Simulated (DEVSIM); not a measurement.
Structure: abrupt GaSb p-n junction, at 350 K.

Layer 1 from the left is GaSb, thickness (μm) 54.0, Na (cm⁻³) 2.9e15, τn (s) 3.7e-10, τp (s) 3.7e-10. Layer 2 from the left is GaSb, thickness (μm) 9.10, Nd (cm⁻³) 1.7e15, τn (s) 3.7e-10, τp (s) 1.1e-11.

Left contact: ohmic. Right contact: ohmic. Voltage is applied to the left contact. Recombination: SRH at mid-gap, radiative, Auger. Mobility is μmin + (μ − μmin)/(1 + (N/Nref)^α).

The device is made up for the run: typed textbook-type constants, with dimensions and the other settings drawn at random. Values at 300 K; Nc and Nv go as T^1.5, mobilities as T to minus their exponent, the gap by Varshni's rule with the affinity fixed.

GaSb: gap (eV) 0.726, affinity (eV) 4.06, permittivity 15.7, Nc (cm⁻³) 2.1e17, Nv (cm⁻³) 1.8e19, μn (cm²/Vs) 5000, μp (cm²/Vs) 850, μn,min 1000, μp,min 190, Nref,n 2.8e17, Nref,p 9e17, αn 1.05, αp 0.65, T exponent of μn 2, T exponent of μp 1.7, B (cm³/s) 1e-10, Cn (cm⁶/s) 5e-30, Cp (cm⁶/s) 5e-30, Varshni α (eV/K) 0.00042, Varshni β (K) 140.

DEVSIM, 1D drift-diffusion, Boltzmann statistics, complete ionisation; no tunnelling, impact ionisation, image-force lowering or self-heating.

Q: What does the simulation give for the largest field in the device at zero bias, the dark forward voltage at 1 A/cm²?

A: largest field in the device at zero bias 7500 V/cm; dark forward voltage at 1 A/cm² 0.086 V.
